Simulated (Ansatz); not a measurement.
MgO (Fm-3m), r2SCAN, rigid bands (Ansatz, a program for electronic structure): Condition of this run: hydrostatic pressure 10 GPa (the target of the relaxation). band gap 6.25 eV, N_c = 6.30e18 cm⁻³ and N_v = 2.70e20 cm⁻³ at 300 K, conductivity masses of 0.390 mₑ (electrons) and 2.20 mₑ (holes). Take k_BT = 0.02585 eV.

Problem. A film of it is 3 nm thick. Estimate the confinement energies in an infinite well.

Solution. ħ²π²/(2m t²) = 0.376 eV·nm²/(m/mₑ × t²) gives 107 meV for electrons and 19.0 meV for holes, so the gap would widen to about 6.38 eV. Finite barriers and nonparabolic bands lower this, and with several valleys or bands the heaviest mass along the normal sets the lowest level, not this average.

Problem. Find the intrinsic carrier density and the intrinsic Fermi level.

Solution. n_i = √(N_c N_v) exp(−E_g/2k_BT) = 4.12e19 × exp(−120.88) = 1.3e-33 cm⁻³. The level lies (k_BT/2) ln(N_v/N_c) = 49 meV from mid-gap (positive towards the conduction band). Each 0.1 eV added to the gap lowers n_i by a factor of 6.9.

Problem. What thermal injection velocity √(2k_BT/πm) limits a ballistic channel?

Solution. 8.62e6 cm/s for electrons and 3.63e6 cm/s for holes, a ratio of √(m_h/m_e) = 2.38, for dilute carriers.

Rigid, parabolic bands with the computed gap; masses take one relaxation time for all states. Spin-orbit coupling is left out.
